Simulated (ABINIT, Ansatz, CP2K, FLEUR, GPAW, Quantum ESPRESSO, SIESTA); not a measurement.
**B₆Pb (Pm-3m, 7 atoms in the cell) computed with different codes at matched settings**

Self-consistent single point.

```
CELL_PARAMETERS angstrom
      4.15257     0.00000     0.00000
      0.00000     4.15257     0.00000
      0.00000     0.00000     4.15257
ATOMIC_POSITIONS crystal
  B  0.20300 0.50000 0.50000
  B  0.79700 0.50000 0.50000
  B  0.50000 0.20300 0.50000
  B  0.50000 0.79700 0.50000
  B  0.50000 0.50000 0.20300
  B  0.50000 0.50000 0.79700
  Pb 0.00000 0.00000 0.00000
```

All programs got the same cell, k-point mesh and kind of occupations (some realise fixed ones as a very narrow smearing) (in Ansatz's words: kpoints.mp_grid.grid = 4 4 4; scf.occupations.method = fixed); potentials, basis and cutoffs are each program's usual ones.

```json
[
 {"code": "SIESTA", "model": "LDA PW92, numerical atomic orbitals DZP, PseudoDojo LDA standard norm-conserving potentials (rewritten from UPF to PSML)", "pressure (GPa)": "5.20", "largest force (eV/Å)": "0.252", "gap on the mesh (eV)": "0.866", "k-points": "44", "cutoff": "grid 350 Ry"},
 {"code": "ABINIT", "model": "LDA (PW92), norm-conserving pseudopotentials (PseudoDojo nc-sr-04 LDA standard)", "pressure (GPa)": "1.09", "largest force (eV/Å)": "0.026", "gap on the mesh (eV)": "0.913", "k-points": "10", "cutoff": "38 Ha"},
 {"code": "Quantum ESPRESSO", "model": "LDA (PZ), GBRV 1.5 ultrasoft (LDA) pseudopotentials", "pressure (GPa)": "1.49", "largest force (eV/Å)": "0.003", "gap on the mesh (eV)": "0.912", "k-points": "10", "cutoff": "40 Ry"},
 {"code": "Ansatz", "model": "LDA (PW92), PAW files made with PBE", "pressure (GPa)": "0.86", "largest force (eV/Å)": "0.042", "gap on the mesh (eV)": "0.918", "k-points": "10", "cutoff": "default"},
 {"code": "FLEUR", "model": "LDA (Perdew-Zunger), all-electron FLAPW (FLEUR), scalar-relativistic valence", "pressure (GPa)": "–", "largest force (eV/Å)": "–", "gap on the mesh (eV)": "0.906", "k-points": "10", "cutoff": "Kmax 4.1 1/bohr"},
 {"code": "CP2K", "model": "LDA (Pade form), GPW, DZVP-MOLOPT-SR-GTH basis, GTH-PADE potentials (GTH_POTENTIALS)", "pressure (GPa)": "0.97", "largest force (eV/Å)": "0.069", "gap on the mesh (eV)": "0.830", "k-points": "36", "cutoff": "grid 400 Ry"},
 {"code": "GPAW", "model": "LDA (Perdew-Wang 92), GPAW PAW datasets LDA (gpaw-data 1.0.1)", "pressure (GPa)": "–", "largest force (eV/Å)": "0.036", "gap on the mesh (eV)": "0.905", "k-points": "10", "cutoff": "950 eV"}
]
```

A dash marks a value that a program does not give, or that is left out as unsure.

Gaps are read on the mesh.

The spread over the programs that give each value: pressure within 4.34 GPa; largest force within 0.249 eV/Å; gap on the mesh within 0.088 eV.

The starting cell comes from a database of computed structures (which also holds hypothetical and non-ambient phases and stackings), without a prior relaxation at this level. Its lattice was rescaled by a random factor within 2.5 % of one. On Ansatz's run: Spin-orbit coupling is off.

**Question.** Why do the programs differ, and what cannot be compared?

**Answer.** Differences of this kind can come from the potentials, where these differ, and from what each basis and cutoff leave unconverged. The valence holds different numbers of electrons (SIESTA 32, ABINIT 32, Quantum ESPRESSO 32, Ansatz (a program for electronic structure) 32, FLEUR 32, CP2K 22, GPAW 32). The zero of total energies and Fermi levels follows the potentials and each program's conventions, so they are not compared here. SIESTA and CP2K use small atom-centred bases, whose incompleteness enters pressures, forces and empty levels differently from a plane-wave cutoff. FLEUR treats all electrons, but the usual bases taken here (sphere radii, linearisation, local orbitals, empty states) were not tested for convergence, so the values are no reference for the others. Ansatz's pressure is given at a fixed set of plane waves, as the other plane-wave codes print theirs; with its correction for the finite basis it is 1.04 GPa. The pressure of GPAW is left out: its cutoff lies under the one at which its stress was checked. The same LDA comes in different parametrisations, which differ slightly. The programs reduce the same mesh by symmetry to different extents, which changes the work and not the result. In the pressure, SIESTA (by 4.12) lies more than 1 GPa from the median of the plane-wave programs. In the force vectors, SIESTA (by 0.283) lies more than 0.08 eV/Å from the median of the plane-wave programs.

Left out of this page: Elk (not drawn, or without a comparable value).

Keys are those of Ansatz 0.2.
